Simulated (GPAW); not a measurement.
Worked example: self-consistent single point of BeSe (F-43m, 2 atoms in the cell) in GPAW.

Method: PBE, GPAW PAW datasets PBE (gpaw-data 1.0.1) (plane waves; GPAW).

The change in words: lattice scaled by 0.98. Reference geometry:
```xyz
2
Lattice="0.0000 2.5987 2.5987 2.5987 0.0000 2.5987 2.5987 2.5987 0.0000" Properties=species:S:1:pos:R:3 pbc="T T T"
Be     0.0000     0.0000     0.0000
Se     1.2993     1.2993     1.2993
```

Reference input (self-consistent single point, DFT PBE, plane waves, GPAW PAW datasets PBE (gpaw-data 1.0.1)): mode = pw; ecut = 850 eV; xc = PBE; kpts = 11 11 11; mesh shift (steps) = 0 0 0; occupations.name = fermi-dirac; occupations.width = 0 eV; nbands = -8; convergence.density = 1e-05 e/electron; convergence.energy = 1e-05 eV/electron; convergence.bands = -6; symmetry.symmorphic = false. This run's input differs from it in these lines:

```diff
@@ -5,5 +5,5 @@
 atoms = Atoms(['Be', 'Se'],
-              cell=[[0.000000, 2.598699, 2.598699],
-                    [2.598699, 0.000000, 2.598699],
-                    [2.598699, 2.598699, 0.000000]],
+              cell=[[0.000000, 2.546725, 2.546725],
+                    [2.546725, 0.000000, 2.546725],
+                    [2.546725, 2.546725, 0.000000]],
               scaled_positions=[[0.000000, 0.000000, 0.000000],
```

Output, abridged:

```
     iter     time        total  log10-change:
                         energy   eigst   dens
iter:   1 --:--:--    -8.862342   +0.70
iter:   2 --:--:--    -8.851000   -1.18  -0.97
iter:   3 --:--:--    -8.766086   -1.86  -0.99
iter:   4 --:--:--    -8.765472   -3.45  -1.80
iter:   5 --:--:--    -8.765862   -4.41  -1.81
iter:   6 --:--:--    -8.765128   -3.62  -1.75
iter:   7 --:--:--    -8.765135   -5.52  -3.03
iter:   8 --:--:--    -8.765133c  -5.90  -3.04
iter:   9 --:--:--    -8.765134c  -7.00  -3.48
iter:  10 --:--:--    -8.765136c  -6.59  -3.61
iter:  11 --:--:--    -8.765136c  -7.63c -3.89
iter:  12 --:--:--    -8.765136c  -9.60c -4.99
iter:  13 --:--:--    -8.765136c -10.78c -5.00c
Converged after 13 iterations.

Dipole moment: (-4.049274, -4.049274, -4.049274) |e|*Ang

Energy contributions relative to reference atoms: (reference = -66501.717104)

Kinetic:        +16.403052
Potential:      -14.640520
External:        +0.000000
XC:             -10.461254
Entropy (-ST):   +0.000000
Local:           -0.066414
SIC:             +0.000000
--------------------------
Free energy:     -8.765136
Extrapolated:    -8.765136

Showing only first 2 kpts
 Kpt  Band  Eigenvalues  Occupancy
  0     2      5.23880    2.00000
  0     3      5.23880    2.00000
  0     4      9.83283    0.00000
  0     5     10.24979    0.00000

  1     2      4.86459    2.00000
  1     3      4.86459    2.00000
  1     4      9.86397    0.00000
  1     5     10.74831    0.00000

Fermi level: 6.54555

Gap: 2.614 eV
Transition (v -> c):
   [... lines left out ...]
Direct/indirect transitions are different
Direct gap: 4.594 eV
Transition at: (s=0, k=0, n=3, [0.00, 0.00, 0.00])
Energy (eV): -8.765136

Forces in eV/Ang:
  0 Be    0.00000    0.00000   -0.00000
  1 Se   -0.00000    0.00000    0.00000

Stress tensor:
    -0.028822    -0.000000    -0.000000
    -0.000000    -0.028822     0.000000
    -0.000000     0.000000    -0.028822
Stress (GPa, Voigt): [-4.6178 -4.6178 -4.6178  0.     -0.     -0.    ]
```

The run converged in 13 iterations. GPAW prints stress with tension positive. Against the reference run the free energy goes up by 12.8 meV/atom, the pressure goes from -0.41 to 4.62 GPa and the gap on the mesh goes from 2.741 to 2.614 eV.

The starting cell comes from a database of computed structures (which also holds hypothetical and non-ambient phases and stackings), without a prior relaxation at this level. Its lattice was rescaled by a random factor within 2.5 % of one. For this run, on top of that: lattice scaled by 0.98. With a pressure of about 5 GPa the cell is away from its equilibrium volume at this level.
